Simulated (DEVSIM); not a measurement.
Structure: illuminated GaAs p-on-n cell, one wavelength, at 300 K.

```csv
layer (left to right),material,thickness (μm),Nd (cm⁻³),Na (cm⁻³),τn (s),τp (s),absorption coefficient (cm⁻¹)
1,GaAs,0.0560,-,5.3e17,1.6e-10,7.1e-10,28000
2,GaAs,3.70,1.6e15,-,9.7e-9,9.7e-9,28000
```

Left contact: ohmic, minority electron recombination velocity 6000 cm/s. Right contact: ohmic, minority hole recombination velocity 10000 cm/s. Voltage is applied to the left contact. Recombination: SRH at mid-gap, radiative, Auger. Light enters at the left, 4.1e17 photons cm⁻² s⁻¹, one pass, no reflection. Mobility is constant in doping.

Constants are typed, rounded textbook-type inputs, not results; the design itself was drawn at random and stands for no fabricated device. Values at 300 K.

```tsv
parameter	GaAs
gap (eV)	1.424
affinity (eV)	4.07
permittivity	12.9
Nc (cm⁻³)	4.7e17
Nv (cm⁻³)	9e18
μn (cm²/Vs)	8500
μp (cm²/Vs)	400
B (cm³/s)	2e-10
Cn (cm⁶/s)	1e-30
Cp (cm⁶/s)	1e-30
```

Model (solved in DEVSIM): 1D drift-diffusion, Boltzmann statistics, complete ionisation; no tunnelling, impact ionisation, image-force lowering or self-heating.

The recombination velocity at the left contact was swept, all else fixed.

```json
[
 {"recombination velocity at the left contact (cm/s)": "10", "dark forward voltage at 1 A/cm² (V)": "1.003", "share of generated pairs collected at short circuit": "0.994", "largest power (mW/cm²)": "50.4", "dark forward voltage at 100 A/cm² (V)": "1.175"},
 {"recombination velocity at the left contact (cm/s)": "100", "dark forward voltage at 1 A/cm² (V)": "1.003", "share of generated pairs collected at short circuit": "0.994", "largest power (mW/cm²)": "50.4", "dark forward voltage at 100 A/cm² (V)": "1.175"},
 {"recombination velocity at the left contact (cm/s)": "1000", "dark forward voltage at 1 A/cm² (V)": "1.003", "share of generated pairs collected at short circuit": "0.994", "largest power (mW/cm²)": "50.4", "dark forward voltage at 100 A/cm² (V)": "1.175"},
 {"recombination velocity at the left contact (cm/s)": "6000", "dark forward voltage at 1 A/cm² (V)": "1.003", "share of generated pairs collected at short circuit": "0.994", "largest power (mW/cm²)": "50.4", "dark forward voltage at 100 A/cm² (V)": "1.175"},
 {"recombination velocity at the left contact (cm/s)": "10000", "dark forward voltage at 1 A/cm² (V)": "1.003", "share of generated pairs collected at short circuit": "0.994", "largest power (mW/cm²)": "50.4", "dark forward voltage at 100 A/cm² (V)": "1.175"},
 {"recombination velocity at the left contact (cm/s)": "1e5", "dark forward voltage at 1 A/cm² (V)": "1.003", "share of generated pairs collected at short circuit": "0.993", "largest power (mW/cm²)": "50.4", "dark forward voltage at 100 A/cm² (V)": "1.172"},
 {"recombination velocity at the left contact (cm/s)": "1e6", "dark forward voltage at 1 A/cm² (V)": "1.000", "share of generated pairs collected at short circuit": "0.992", "largest power (mW/cm²)": "50.3", "dark forward voltage at 100 A/cm² (V)": "1.156"},
 {"recombination velocity at the left contact (cm/s)": "1e7", "dark forward voltage at 1 A/cm² (V)": "0.986", "share of generated pairs collected at short circuit": "0.980", "largest power (mW/cm²)": "49.1", "dark forward voltage at 100 A/cm² (V)": "1.123"}
]
```

From the first row to the last the dark forward voltage at 1 A/cm² goes from 1.003 to 0.986. From the first row to the last the share of generated pairs collected at short circuit goes from 0.994 to 0.980.
